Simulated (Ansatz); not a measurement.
**BaZrO3: response to strain**

Take BaZrO3 in the cubic perovskite structure (space group Pm-3m, No. 221; a = 4.181 Å) as the base. Axes: x, y, z lie along the cube axes.

Strains are applied to the cell and any free atomic positions relax; under biaxial strain the out-of-plane vector relaxes too.

All numbers come from PBEsol/PAW in Ansatz (a first-principles code), no spin-orbit coupling.

```csv
change,out-of-plane strain,shortest interatomic distance
base,–,209.0 pm
"biaxial strain +0.60 %, plane normal [001], relaxed out of plane",-0.30 %,208.4 pm
"biaxial strain +1.20 %, plane normal [001], relaxed out of plane",(withheld),(withheld)
"biaxial strain +1.80 %, plane normal [001], relaxed out of plane",-0.87 %,207.2 pm
"biaxial strain +2.40 %, plane normal [001], relaxed out of plane",-1.14 %,206.7 pm
"biaxial strain +3.00 %, plane normal [001], relaxed out of plane",-1.39 %,206.1 pm
```

Task: Some entries are withheld; estimate them.

Result: 
- biaxial strain +1.20 %, plane normal [001], relaxed out of plane, out-of-plane strain: -0.59 %
- biaxial strain +1.20 %, plane normal [001], relaxed out of plane, shortest interatomic distance: 207.8 pm

Stability against distortions was not tested.
